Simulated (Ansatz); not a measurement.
Tunnelling through a barrier is set by its complex band structure: the current falls as exp(−2κd) with the smallest κ.

```xyz
6
Lattice="3.2772 0.0000 0.0000 0.0000 12.7251 0.0000 1.6386 0.0000 2.8381" Properties=species:S:1:pos:R:3 pbc="T T T"
Mo     3.2772     3.1813     1.8921
Mo     1.6386     9.5439     0.9460
Se     1.6386     1.5073     0.9460
Se     3.2772    11.2178     1.8921
Se     3.2772     7.8699     1.8921
Se     1.6386     4.8552     0.9460
```

Space group of this cell: P6_3/mmc. The cell was relaxed by PBE-D3(BJ); by PBEsol its mean pressure is -1.0 GPa.

Transport runs along the normal of the first two printed cell vectors, the (100) plane of the conventional cell.

No gap correction and no spin-orbit coupling; mid-gap values are interpolated between computed energies.

**Question.** Give the band gap and the smallest decay constant κ at mid-gap that PBEsol in Ansatz (a quantum-chemistry and plane-wave program) yields.

**Answer.** Gap 0.73 eV on a 10×4×10 mesh; κ = 0.191 1/Å, at (0.200, 0.000) of the in-plane reciprocal vectors. At the zone centre, at the nearest computed energy, the slowest state has κ = 0.24 1/Å.
